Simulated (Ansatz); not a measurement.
For HfGe (model structure, started from the NiAs type, P6₃/mmc, No. 194, 4 atoms in the cell), PBEsol (PAW; Ansatz, a program for electronic structure) gives:

* **lattice parameter a**: 3.760 Å
* **c axis length**: 6.614 Å

Task: What does PBE-D3(BJ) (plane waves, PAW; Ansatz) give for the same quantities?

Result: 
- lattice constant a: 3.771 Å (grows by 0.3 %)
- lattice parameter c: 6.634 Å (rises by 0.3 %)

Changes are worked out from the printed values.

Unless a cell is named, each level is at its own relaxed cell (PBEsol 20.24, PBE-D3(BJ) 20.42 Å³/atom).

Levels without +SOC leave out spin–orbit coupling, which shifts energies and cells of such heavy elements.

Ansatz's density-functional and Hartree–Fock values are scalar-relativistic unless marked +SOC, with PAW data made under PBE.

A model structure was made by putting elements into a prototype or built by hand; it is no filed structure, need not be a known phase, and can be a saddle point held by its symmetry.
